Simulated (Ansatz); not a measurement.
Consider interstitial Cu in zinc-blende AlP, charge state +1. All values below come from PBE, PAW (plane waves to 420 eV; Ansatz, a quantum-chemistry and plane-wave program).

Settings: 64 host sites, the relaxed PBE lattice, a 2×2×2 k-point mesh shifted by half a step, smearing 0.01 eV, spin-restricted, no image-charge correction. No zero-point or tunnelling terms. The charge state is imposed; whether it is stable for some Fermi level was not computed. Sites that were not tried may lie lower.

Barriers: single points on a 3×3×3 k-point mesh shifted by half a step at the bands' geometries.

Relaxed starting cell (atoms counted from 1):

```yaml
crystal:
  lattice:
    - [11.01654, 0.00000, 0.00000]
    - [0.00000, 11.01654, 0.00000]
    - [0.00000, 0.00000, 11.01654]
  atoms:
    - { symbol: Al, position: [0.99797, 0.99862, 0.99848] }
    - { symbol: Al, position: [0.99548, 0.99612, 0.50177] }
    - { symbol: Al, position: [0.99548, 0.50191, 0.99599] }
    - { symbol: Al, position: [0.99797, 0.49951, 0.49938] }
    - { symbol: Al, position: [0.50127, 0.99612, 0.99599] }
    - { symbol: Al, position: [0.49888, 0.99861, 0.49938] }
    - { symbol: Al, position: [0.49887, 0.49951, 0.99848] }
    - { symbol: Al, position: [0.50120, 0.50184, 0.50171] }
    - { symbol: P, position: [0.12226, 0.12290, 0.37504] }
    - { symbol: P, position: [0.12262, 0.12326, 0.87332] }
    - { symbol: P, position: [0.12262, 0.62462, 0.37469] }
    - { symbol: P, position: [0.12379, 0.62428, 0.87363] }
    - { symbol: P, position: [0.62398, 0.12326, 0.37469] }
    - { symbol: P, position: [0.62364, 0.12444, 0.87363] }
    - { symbol: P, position: [0.62363, 0.62427, 0.37350] }
    - { symbol: P, position: [0.62353, 0.62417, 0.87377] }
    - { symbol: Al, position: [0.99337, 0.24905, 0.24891] }
    - { symbol: Al, position: [0.99826, 0.24903, 0.74888] }
    - { symbol: Al, position: [0.99826, 0.74902, 0.24889] }
    - { symbol: Al, position: [0.99799, 0.74905, 0.74892] }
    - { symbol: Al, position: [0.50341, 0.24901, 0.24888] }
    - { symbol: Al, position: [0.49852, 0.24906, 0.74890] }
    - { symbol: Al, position: [0.49852, 0.74904, 0.24892] }
    - { symbol: Al, position: [0.49880, 0.74902, 0.74888] }
    - { symbol: P, position: [0.12226, 0.37517, 0.12277] }
    - { symbol: P, position: [0.12262, 0.37483, 0.62448] }
    - { symbol: P, position: [0.12262, 0.87345, 0.12313] }
    - { symbol: P, position: [0.12380, 0.87376, 0.62415] }
    - { symbol: P, position: [0.62398, 0.37483, 0.12312] }
    - { symbol: P, position: [0.62363, 0.37364, 0.62413] }
    - { symbol: P, position: [0.62364, 0.87376, 0.12430] }
    - { symbol: P, position: [0.62354, 0.87390, 0.62404] }
    - { symbol: Al, position: [0.24841, 0.99401, 0.24892] }
    - { symbol: Al, position: [0.24839, 0.99890, 0.74888] }
    - { symbol: Al, position: [0.24837, 0.50405, 0.24888] }
    - { symbol: Al, position: [0.24842, 0.49916, 0.74890] }
    - { symbol: Al, position: [0.74838, 0.99890, 0.24889] }
    - { symbol: Al, position: [0.74841, 0.99863, 0.74892] }
    - { symbol: Al, position: [0.74840, 0.49916, 0.24892] }
    - { symbol: Al, position: [0.74838, 0.49944, 0.74888] }
    - { symbol: P, position: [0.37453, 0.12290, 0.12277] }
    - { symbol: P, position: [0.37419, 0.12326, 0.62448] }
    - { symbol: P, position: [0.37419, 0.62462, 0.12313] }
    - { symbol: P, position: [0.37300, 0.62427, 0.62413] }
    - { symbol: P, position: [0.87281, 0.12326, 0.12313] }
    - { symbol: P, position: [0.87312, 0.12444, 0.62415] }
    - { symbol: P, position: [0.87312, 0.62428, 0.12430] }
    - { symbol: P, position: [0.87327, 0.62417, 0.62404] }
    - { symbol: Al, position: [0.24841, 0.24905, 0.99388] }
    - { symbol: Al, position: [0.24837, 0.24901, 0.50391] }
    - { symbol: Al, position: [0.24839, 0.74901, 0.99877] }
    - { symbol: Al, position: [0.24842, 0.74904, 0.49903] }
    - { symbol: Al, position: [0.74838, 0.24903, 0.99877] }
    - { symbol: Al, position: [0.74840, 0.24906, 0.49903] }
    - { symbol: Al, position: [0.74841, 0.74905, 0.99850] }
    - { symbol: Al, position: [0.74838, 0.74902, 0.49930] }
    - { symbol: P, position: [0.37443, 0.37507, 0.37494] }
    - { symbol: P, position: [0.37421, 0.37485, 0.87335] }
    - { symbol: P, position: [0.37421, 0.87348, 0.37472] }
    - { symbol: P, position: [0.37297, 0.87375, 0.87361] }
    - { symbol: P, position: [0.87285, 0.37485, 0.37471] }
    - { symbol: P, position: [0.87311, 0.37361, 0.87361] }
    - { symbol: P, position: [0.87311, 0.87375, 0.37347] }
    - { symbol: P, position: [0.87330, 0.87394, 0.87381] }
    - { symbol: Cu, position: [0.24826, 0.24890, 0.24877] }
```
Cell charge +1.

End state 1 differs by these moves (Å; atoms that move under 0.08 Å are left out):

```tsv
atom	element	Δx	Δy	Δz
17	Al	0.06	0.06	0.00
33	Al	0.06	0.06	0.00
65	Cu	-2.75	-2.75	0.00
```

Problem. What is the computed forward and backward barriers to end state 1 (PBE, PAW)?

Solution. forward 0.60 eV, backward 0.60 eV; at the saddle point atom 65 has neighbours 2 Al at 2.48, 2 Al at 2.55; P at 2.62, 2 P at 2.73, 2 P at 2.74, P at 2.85 Å. The program found a first-order saddle point.
